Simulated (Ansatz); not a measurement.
Start from GaN in the wurtzite structure (space group P6_3mc, No. 186; a = 3.183 Å, c = 5.184 Å). Axes: x lies along a and z along c of the hexagonal cell.

Structures relaxed with Ansatz (an electronic-structure program) r2SCAN, spin-orbit coupling left out, earlier PAW set.

Base:

Simulated powder pattern, Cu Kα1, λ = 1.54056 Å (kinematic, ideal powder, no thermal factors, no anomalous dispersion; the 8 strongest lines at most, above 2 %, up to 2θ = 90°):

```
2θ (°)  I/Imax (%)    hkl
------  ----------  -----
32.45           43  (100)
34.58           36  (002)
36.90          100  (101)
48.15           21  (102)
57.89           30  (110)
63.49           31  (103)
69.21           26  (112)
70.65           15  (201)
```

The change: compressive biaxial strain of 1.74 % in the plane normal to [001], as in epitaxy on a mismatched substrate; the out-of-plane cell vector and the atoms relax.

Task: Predict the new powder pattern.

Result: 
Simulated powder pattern, Cu Kα1, λ = 1.54056 Å (kinematic, ideal powder, no thermal factors, no anomalous dispersion; the 8 strongest lines at most, above 2 %, up to 2θ = 90°):

```
2θ (°)  d (Å)  I/Imax (%)    hkl
------  -----  ----------  -----
33.04   2.709          42  (100)
34.28   2.613          37  (002)
37.36   2.405         100  (101)
48.35   1.881          21  (102)
59.01   1.564          29  (110)
63.43   1.465          32  (103)
70.06   1.342          26  (112)
71.96   1.311          15  (201)
```

The indices refer to the base's conventional cell; one index is shown for lines that coincide.

Stability against distortions was not tested.
